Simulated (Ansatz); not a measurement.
Input:

End structure of N on the 1x1 (0001) surface of hcp Ru, one in a 3x3 cell, started at the site 'hollow Ru-Ru-Ru over Ru at depth 2.1 Å':

```yaml
crystal:
  lattice:
    - [8.16420, 0.00000, 0.00000]
    - [-4.08210, 7.07041, 0.00000]
    - [0.00000, 0.00000, 25.50000]
  atoms:
    - { symbol: Ru, position: [0.22222, 0.11111, 0.37633] }
    - { symbol: Ru, position: [0.22222, 0.44444, 0.37633] }
    - { symbol: Ru, position: [0.22222, 0.77778, 0.37633] }
    - { symbol: Ru, position: [0.55556, 0.11111, 0.37633] }
    - { symbol: Ru, position: [0.55556, 0.44444, 0.37633] }
    - { symbol: Ru, position: [0.55556, 0.77778, 0.37633] }
    - { symbol: Ru, position: [0.88889, 0.11111, 0.37633] }
    - { symbol: Ru, position: [0.88889, 0.44444, 0.37633] }
    - { symbol: Ru, position: [0.88889, 0.77778, 0.37633] }
    - { symbol: Ru, position: [0.11111, 0.22222, 0.45766] }
    - { symbol: Ru, position: [0.11111, 0.55556, 0.45766] }
    - { symbol: Ru, position: [0.11111, 0.88889, 0.45766] }
    - { symbol: Ru, position: [0.44444, 0.22222, 0.45766] }
    - { symbol: Ru, position: [0.44444, 0.55556, 0.45766] }
    - { symbol: Ru, position: [0.44444, 0.88889, 0.45766] }
    - { symbol: Ru, position: [0.77778, 0.22222, 0.45766] }
    - { symbol: Ru, position: [0.77778, 0.55556, 0.45766] }
    - { symbol: Ru, position: [0.77778, 0.88889, 0.45766] }
    - { symbol: Ru, position: [0.22222, 0.11111, 0.54056] }
    - { symbol: Ru, position: [0.22165, 0.44338, 0.54280] }
    - { symbol: Ru, position: [0.22165, 0.77827, 0.54280] }
    - { symbol: Ru, position: [0.55507, 0.11169, 0.54280] }
    - { symbol: Ru, position: [0.55507, 0.44338, 0.54280] }
    - { symbol: Ru, position: [0.55556, 0.77778, 0.54229] }
    - { symbol: Ru, position: [0.88996, 0.11169, 0.54280] }
    - { symbol: Ru, position: [0.88889, 0.44444, 0.54188] }
    - { symbol: Ru, position: [0.88996, 0.77827, 0.54280] }
    - { symbol: Ru, position: [0.10577, 0.22756, 0.62641] }
    - { symbol: Ru, position: [0.11178, 0.55589, 0.62381] }
    - { symbol: Ru, position: [0.10577, 0.87821, 0.62641] }
    - { symbol: Ru, position: [0.45512, 0.22756, 0.62641] }
    - { symbol: Ru, position: [0.44882, 0.56430, 0.62318] }
    - { symbol: Ru, position: [0.44882, 0.88452, 0.62318] }
    - { symbol: Ru, position: [0.77744, 0.22155, 0.62381] }
    - { symbol: Ru, position: [0.77744, 0.55589, 0.62381] }
    - { symbol: Ru, position: [0.76903, 0.88452, 0.62318] }
    - { symbol: N, position: [0.22222, 0.11111, 0.66465] }
```

Model: 37-atom slab, 6.3 Å thick at the start under the adsorbate (thin: gaps and levels are the slab's own), 4x4x1 mesh, Fermi-Dirac 0.1 eV, dipole correction, 18 atoms held, the rest relaxed; symmetry of the start imposed; no spin, no spin-orbit, no U, no dispersion correction. At the end it is bonded to 3 Ru. In PBE it is, or lies within 0.03 eV of, the lowest of the starts that converged.

A negative adsorption energy means that the adsorbate is more stable on the surface than in its reference.

What adsorption energy against ½ N2(g) does Ansatz (a program for electronic structure) with PBE give?

-1.12 eV

Give the work function of the top face at the level PBE.

5.12 eV

What change of the work function does PBE give?

0.12 eV

What is the computed change of the step from the bottom to the top vacuum level, against the clean slab (PBE)?

0.14 eV
